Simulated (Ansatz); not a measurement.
The slab is Si(111) 1x1 surface, 6 top atoms, 3 bilayers, bottom bilayer H-capped and fixed, every top atom capped by H; cell 11.5 x 6.6 Å; two neighbouring H replaced by SH; about 7 Å thick over the host's atoms, 18 atoms held. All values below come from PBE-D3(BJ) (plane waves to 420 eV, PAW; Ansatz, a first-principles code). k mesh 1 x 2 x 1. The slab states were run without spin polarisation. Slab thickness, cell and mesh are as stated and are not converged limits. Energies are static: no zero-point or thermal part. Each state was relaxed from one prepared geometry.

One SiH4 a cell is brought to Si(111):H with two SH. Relaxed result near the molecule:

```
atom    x (Å)  y (Å)   z (Å)
------  -----  -----  ------
H(29)   3.821  6.674  11.011
H(44)   7.665  6.648  11.015
H(47)   5.866  4.543  11.863
Si(a0)  4.809  6.636  13.944
H(a1)   5.776  6.525  12.805
H(a2)   4.896  8.008  14.521
H(a3)   3.428  6.370  13.448
H(a4)   5.175  5.621  14.979
```

Q: What is the adsorption energy against the free SiH4 and the slab before, and how much of it is dispersion?

A: -0.21 eV (negative: bound); the D3 term gives -0.21 eV of it. Its closest contacts to the rest of the cell: H(a1)...H(47) 2.20 Å, H(a3)...H(29) 2.49 Å, H(a1)...H(44) 2.61 Å.
